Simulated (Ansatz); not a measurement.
The parent structure is W in the bcc (W type) structure (space group Im-3m, No. 229; a = 3.1353 Å; relaxed with 0.1 eV smearing).

Level of theory: Ansatz (a quantum-chemistry and plane-wave program) LDA, spin-orbit coupling left out.

Strains are applied to the cell and any free atomic positions relax.

One change was made to it. Results:

```json
[
 {"quantity": "energy relative to the base (free energy F)", "base": "0 meV/atom", "after": "+34 meV/atom"},
 {"quantity": "pressure", "base": "0.0 GPa", "after": "16.7 GPa"}
]
```

Name the change that was made.
A. isotropic strain −1.50 %
B. isotropic strain −3.00 %
C. isotropic strain +1.00 %

A, isotropic strain −1.50 %. For comparison, the energy relative to the base in the other runs: isotropic strain +1.00 % gives +14 meV/atom; isotropic strain −3.00 % gives +144 meV/atom.

No phonon test of stability was made. All final runs are without spin polarisation.
